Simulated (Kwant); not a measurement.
Model: Hückel tight-binding model, one pz orbital an atom, one spin, coherent transport at 0 K (Kwant). Conductance is in e²/h.

System: π system c1ccc2cccc2cc1 between two chain leads. The π system is taken as planar. Atoms are numbered from 0 in the order of the SMILES. Site energies (eV, carbon 0): [0.0, 0.0, 0.0, 0.0, 0.0, 0.0, 0.0, 0.0, 0.0, 0.0]. Bonds (i, j, β in eV): (0,1,-3) (1,2,-3) (2,3,-3) (3,4,-3) (4,5,-3) (5,6,-3) (6,7,-3) (7,8,-3) (8,9,-3) (9,0,-3) (7,3,-3). Leads: chains of hopping −4.5 eV, joined by −1.5 eV to atoms 1 and 6.

Site energies and bond integrals are typed Hückel values.

Sweep values stay those of the base run.

One input was changed, with this effect: transmission at E = 0 0.027 → < 1e-12.

**Question.** Which change was it?
A. contacts moved from atoms [1, 6] to [2, 4]
B. contacts moved from atoms [1, 6] to [2, 5]
C. contacts moved from atoms [1, 6] to [2, 8]
D. contacts moved from atoms [1, 6] to [0, 5]
E. contacts moved from atoms [1, 6] to [4, 6]
F. contacts moved from atoms [1, 6] to [1, 4]

**Answer.** A, contacts moved from atoms [1, 6] to [2, 4]
